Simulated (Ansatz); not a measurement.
## CdSe: band gap against strain

CdSe (zinc blende, F-43m, 28.116 Å³/atom at rest) under an equal strain ε in the (001) plane with the normal axis free, as in a coherent film. PBEsol in Ansatz, a plane-wave DFT program (PAW, default set), 420 eV, 9×9×9 Γ-centred mesh, Fermi-Dirac smearing 0.05 eV; ions are relaxed within the symmetry of each cell. Gaps are the smallest over the k-mesh and a band path, without spin-orbit coupling; in all rows the valence edge lies at Γ and the conduction edge at Γ.

Here s stands for strain and Eg for gap.

| strain (%) | gap (eV) |
|---|---|
| 0.00 | 0.481 |
| 0.50 | 0.451 |
| 1.00 | 0.421 |
| 1.50 | 0.392 |
| 3.00 | ? |

Taking a straight line for Eg over the 4 complete rows: Means: s 0.75000, Eg 0.4363. About the means, the sum of products is -0.074250 and the sum of squares of s is 1.2500; the slope is their ratio. Least squares gives Eg = 0.4808 - 0.05940·s. Residuals (row less fit): 0.0002, -0.0001, -0.0004, 0.0003; standard error 0.0004 (degrees of freedom: 2). Over these rows the gap moves by -5.9 ± 0.03 eV per unit strain.

**Question.** Predict the withheld Eg at s = 3.00 from the fit, and compare with the calculation.

**Answer.** Eg = 0.4808 - 0.05940 × 3.0 = 0.3026 eV. The calculation gives 0.309 eV, 0.0064 eV above the prediction (3.7 % of the range of Eg in the table). The row lies outside the fitted rows, so this is an extrapolation. The fitted rows scatter only by rounding.

One order more, fitted to all 7 runs of the series, follows each within 0.001, so the miss is the next term of a smooth law. CdSe stands in this structure, whereas wurtzite is the usual form. Spin-orbit coupling is left out, which can shift this property for CdSe. Rows are the converged runs of the series near zero and its far end; series whose fitted rows scatter by over a few per cent of the range, as at a crossing or softening among them, aren't shown in this form. Most that stay on the fit to the last digits aren't either.
